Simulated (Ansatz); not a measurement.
Here is the system:

End structure of the (20-23) surface of hcp Cd in its 1x1 cell, outermost plane spacing 0.18 Å in the ideal cut:

```xyz
20
Lattice="3.0350 0.0000 0.0000 -1.5175 13.8821 0.0000 0.0000 0.0000 26.0000" Properties=species:S:1:pos:R:3 pbc="T T T"
Cd     1.5279     9.1497     8.5871
Cd     1.5233    12.1372     8.7261
Cd     1.5226     0.8859     9.0341
Cd     1.5270     3.8978     8.7688
Cd     0.0080     6.5181     9.2679
Cd     0.0056    10.7351    11.3087
Cd     1.5170    13.3998    11.7875
Cd     0.0052     2.5098    11.3762
Cd     1.5220     5.1104    11.9470
Cd     1.5234     8.1398    11.6901
Cd    -0.0059    12.1595    14.3099
Cd     1.5131     1.3068    14.0530
Cd    -0.0052     3.9074    14.6238
Cd     0.0006     6.8994    14.2125
Cd     1.5119     9.5642    14.6913
Cd     1.5095    13.7812    16.7321
Cd     1.5080     2.5194    17.2312
Cd     1.5124     5.5313    16.9659
Cd    -0.0058     8.1620    17.2739
Cd    -0.0103    11.1495    17.4129
```

Model: 20-atom slab, 9.9 Å thick at the start (thin: gaps and levels are the slab's own), 12x3x1 mesh, Fermi-Dirac 0.1 eV, dipole correction, single point; on the structure that PBE left under its start's symmetry; no spin, no spin-orbit, no U.

Predict the work function of the top face from r2SCAN, at the PBE geometry (Ansatz, an electronic-structure program).

3.97 eV

Predict the surface energy (mean of both faces) from r2SCAN, at the PBE geometry.

0.50 J/m²
